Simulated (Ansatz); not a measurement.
Band gap of rock-salt alkali halides: r2SCAN against PBE

Ansatz (plane waves, PAW); cells keep the symmetry of their structure type. Ansatz (an electronic-structure program) is a plane-wave DFT program; potentials: the later of its two PAW sets. No spin-orbit coupling. PBE gaps are read at band edges searched over the zone in cells relaxed at that level, r2SCAN gaps at band edges searched over the zone in cells relaxed at that level. The two cells differ, so the slope holds a volume effect too.

Here x stands for PBE gap and y for r2SCAN gap.

| solid | PBE gap (eV) | r2SCAN gap (eV) |
|---|---|---|
| KI | 3.86 | ? |
| RbBr | 4.19 | 4.89 |
| KBr | 4.31 | 5.07 |
| NaCl | 5.00 | 5.97 |
| KCl | 5.05 | 5.83 |
| KF | 5.96 | 6.91 |
| NaF | 6.09 | 7.28 |
| LiCl | 6.26 | 7.29 |
| LiF | 8.83 | 10.33 |

Fit y of the 8 rows that show it with a straight line. With u = x - 5.7, the rows have u = -1.5100, -1.3900, -0.7000, -0.6500, 0.2600, 0.3900, 0.5600, 3.1300. Means: u 0.011250, y 6.696. About the means, the sum of products is 18.049 and the sum of squares of u is 15.454; the slope is their ratio. Least squares gives y = 6.683 + 1.1679·u. Residuals (row less fit): -0.029, 0.010, 0.105, -0.094, -0.077, 0.142, -0.047, -0.009; standard error 0.090 (degrees of freedom: 6). The slope is 1.17 with a standard error of 0.023.

Problem. What does the fit predict for y at x = 3.86, and how far is the calculated value from it?

Solution. u = -1.8400, so y = 6.683 + 1.1679 × (-1.8400) = 4.534 eV. The calculation gives 4.58 eV, 0.046 eV above the prediction (0.8 % of the range of y in the table). The row lies outside the fitted rows, so this is an extrapolation. From the scatter of the fitted rows alone, a prediction at this place has a standard error of 0.105 eV, so the miss is 0.4 times that.

Spin-orbit coupling is left out, which can shift this property for KI, RbBr, KBr. The rows are a random draw from the solids of this series computed here; series whose standard error about the line passes 12 to 30 % of the range of y, or with no trend, aren't shown in this form.
